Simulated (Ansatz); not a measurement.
Sn on the 1x1 (111) surface of fcc Ni, ferromagnetic, one in a 2x2 cell, started at the site 'hollow Ni-Ni-Ni over Ni at depth 2.0 Å'

All values below come from PBE (plane waves to 420 eV, PAW; Ansatz, a first-principles code).

Model: 17-atom slab, 6.0 Å thick at the start under the adsorbate (thin: gaps and levels are the slab's own), 7x7x1 mesh, Fermi-Dirac 0.1 eV, dipole correction, 8 atoms held, the rest relaxed; symmetry of the start imposed; spin-polarised, no spin-orbit, no U, no dispersion correction. At the end it is bonded to 3 Ni. In PBE it is, or lies within 0.03 eV of, the lowest of the starts that converged.

- adsorption energy against an atom of beta tin: -1.02 eV
- work function of the top face: 4.29 eV
- change of the work function: -0.78 eV
- change of the step from the bottom to the top vacuum level, against the clean slab: -0.77 eV
- energy released by relaxation: 0.15 eV
- height of the binding atom over the mean of the host atoms within 0.3 Å of the top one: 2.077 Å
- magnetic moment of the cell: 9.18 μB
- nearest host atoms of the binding atom: Ni at 2.55 Å, Ni at 2.55 Å, Ni at 2.55 Å
- largest move of a host atom: 0.05 Å
- cost: around 13 core-minutes (rough)

A negative adsorption energy means that the adsorbate is more stable on the surface than in its reference.
